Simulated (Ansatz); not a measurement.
# ZrB2 (model structure, started from the MoSi2 type, I4/mmm, No. 139, 3 atoms in the cell)

Method: r²SCAN+rVV10 in Ansatz (plane waves, PAW).

Numerical settings: plane-wave cutoff 560 eV, 24×24×24 k mesh, Fermi–Dirac smearing 0.05 eV, scalar-relativistic PAW data made under PBE.

Cell (relaxed at this level):

```
CELL_PARAMETERS angstrom
     -1.73769     1.73769     3.14988
      1.73769    -1.73769     3.14988
      1.73769     1.73769    -3.14988
ATOMIC_POSITIONS crystal
  Zr 0.00000 0.00000 0.00000
  B  0.37718 0.37718 0.00000
  B  0.62282 0.62282 0.00000
```

```
Item             Result
--------  -------------
band gap  zero (no gap)
```

Note: the relaxation could raise the start's symmetry but not lower it, so the cell can be a saddle point.

Spin–orbit coupling is not included.

Static lattice: no zero-point or thermal effects.

It cost about 21 core-minutes (a rough figure) of CPU time.

A model structure was made by putting elements into a prototype or built by hand; it is no filed structure, need not be a known phase, and can be a saddle point held by its symmetry.

Ansatz is an electronic-structure program.
